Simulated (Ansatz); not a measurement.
System: corundum Ga2O3 (metastable phase). Method: HSE06 in Ansatz (plane waves, PAW).

Run with plane-wave cutoff 460 eV, 6×6×6 k mesh, Fermi–Dirac smearing 0.01 eV, scalar-relativistic PAW data made under PBE.

Cell (measured lattice):

```cif
data_Ga12O18
_chemical_formula_sum 'Ga12 O18'
_space_group_name_H-M_alt 'R-3c :H'
_space_group_IT_number 167
_space_group_name_Hall '-R 3 2"c'
_cell_length_a 4.98000
_cell_length_b 4.98000
_cell_length_c 13.43000
_cell_angle_alpha 90.000
_cell_angle_beta 90.000
_cell_angle_gamma 120.000
loop_
_atom_site_label
_atom_site_type_symbol
_atom_site_symmetry_multiplicity
_atom_site_Wyckoff_symbol
_atom_site_fract_x
_atom_site_fract_y
_atom_site_fract_z
_atom_site_occupancy
Ga1 Ga 12 c 0.00000 0.00000 0.14439 1
O1 O 18 e 0.30281 0.30281 0.25000 1
```
(The calculation used a cell of 10 atoms; values per cell refer to that cell.)

Estimate the band gap and smallest direct gap on the k points sampled that the calculation returns.


- band gap: 4.65 eV (on the SCF k mesh) (indirect)
- smallest direct gap on the k points sampled: 4.90 eV

Note: cell and atoms aren't relaxed at this level (largest force component 0.07 eV/Å, pressure 0.3 GPa).

Spin–orbit coupling is not included.

The computed numbers hold no vibrational or temperature effects.

Ansatz is a first-principles code.
